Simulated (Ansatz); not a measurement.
**PtSe2: transverse stress against strain**

PtSe2 (1T layered, P-3m1, 19.804 Å³/atom at rest, c along z) under a strain ε along c (axis z), the other axes held. PBE-D3(BJ) in Ansatz, a plane-wave DFT program (PAW, default set), 420 eV, 18×18×12 Γ-centred mesh, Fermi-Dirac smearing 0.10 eV; ions are relaxed within the symmetry of each cell. Stress is positive for a compressed cell.

Here s stands for strain and y for stress xx.

```csv
strain (%),stress xx (GPa)
-1.50,0.68
-1.00,0.44
-0.50,0.21
0.00,-0.01
0.50,-0.21
1.00,-0.41
1.50,-0.59
3.00,?
```

Taking a straight line for y over the 7 complete rows: Means: s 0, y 0.016. About the means, the sum of products is -2.9650 and the sum of squares of s is 7.0000; the slope is their ratio. Least squares gives y = 0.016 - 0.4236·s. Residuals (row less fit): 0.029, 0.000, -0.018, -0.026, -0.014, -0.002, 0.029; standard error 0.024 (degrees of freedom: 5). The slope gives the elastic constant C13 = 42 ± 0.9 GPa.

**Question.** What does the fit predict for y at s = 3.00, and how far is the calculated value from it?

**Answer.** y = 0.016 - 0.4236 × 3.0 = -1.255 GPa. The calculation gives -1.08 GPa, 0.175 GPa above the prediction (9.9 % of the range of y in the table). The row lies outside the fitted rows, so this is an extrapolation. From the scatter of the fitted rows alone, a prediction at this place has a standard error of 0.037 GPa, so the miss is 4.7 times that.

One order more, fitted to all 13 runs of the series, follows each within 0.01, so the miss is the next term of a smooth law. This level leaves no gap over 0.05 eV at strain -1.50, -1.00, -0.50, 0.00, 0.50, 1.00, 1.50, 3.00, where the mesh may be coarse. Rows are the converged runs of the series near zero and its far end; series whose fitted rows scatter by over a few per cent of the range, as at a crossing or softening among them, aren't shown in this form. Most that stay on the fit to the last digits aren't either.
